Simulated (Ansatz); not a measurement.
Start from SnS₂ (space group Fd-3m, No. 227; a = 10.358 Å; a cell from a computed database, its experimental status unchecked). Axes: x, y, z lie along the cube axes.

One thing is altered: biaxial strain −2.33 %, plane normal [001], relaxed out of plane (Cartesian); in-plane vectors clamped, the third vector and the atoms free.

Computed with PBEsol, PAW, 420 eV (Ansatz, a program for electronic structure; no spin-orbit coupling).

**Question.** Give the band edges at the high-symmetry points of the new zone, measured from its valence-band maximum.

**Answer.** 
```
point  valence edge (eV)  conduction edge (eV)
-----  -----------------  --------------------
Γ                  -0.10                  0.88
X                  -0.24                  2.52
P                  -0.44                  2.68
N                  -0.17                  1.96
M                  -0.10                  2.44
S                   0.00                  2.46
S₀                  0.00                  2.46
R                  -0.44                  2.59
G                  -0.44                  2.59
```

The gap is 0.88 eV, indirect, S₀ → Γ.

Stability against distortions was not tested. Labels are those of the standard path for the cell's own space group.
